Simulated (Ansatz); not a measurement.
## GaN (P6_3mc): band-edge transport data

Input:

```
CELL_PARAMETERS angstrom
      3.18259     0.00000     0.00000
     -1.59130     2.75620     0.00000
      0.00000     0.00000     5.18543
ATOMIC_POSITIONS crystal
  Ga 0.33333 0.66667 0.99919
  Ga 0.66667 0.33333 0.49919
  N  0.33333 0.66667 0.37581
  N  0.66667 0.33333 0.87581
```

Calculation: PBE with spin-orbit coupling, rigid bands (plane waves, PAW; Ansatz, a program for electronic structure). How the cell was made: cell and atoms relaxed with PBEsol.

The band gap is 1.93 eV and the electron conductivity mass (300 K, dilute) is 0.189 (x), 0.189 (y), 0.170 (z) mₑ. The hole conductivity mass (300 K, dilute) comes out as 1.46 (x), 1.46 (y), 1.80 (z) mₑ and the effective density of states N_c (300 K) comes out as 1.9e18 cm⁻³. The effective density of states N_v (300 K) comes out as 8.8e19 cm⁻³. The density-of-states mass, electrons is 0.179 mₑ. The density-of-states mass, holes is 2.3 mₑ and the Seebeck coefficient, n-type 1e19 cm⁻³, 300 K is -106 μV/K. The best n-type power factor at 300 K for τ = 10 fs (best axis; densities from 1e16 to 1e21 cm⁻³ tried, whether or not they can be reached) is 1.76 μW/(cm·K²) at 1e19 cm⁻³ and the Seebeck coefficient, p-type 1e19 cm⁻³, 300 K is 422 μV/K.

Rigid bands; masses and Seebeck coefficients take one relaxation time τ for all states and one kind of carrier; polarons and phonon drag are left out. Geometry: cell and atoms relaxed with PBEsol.
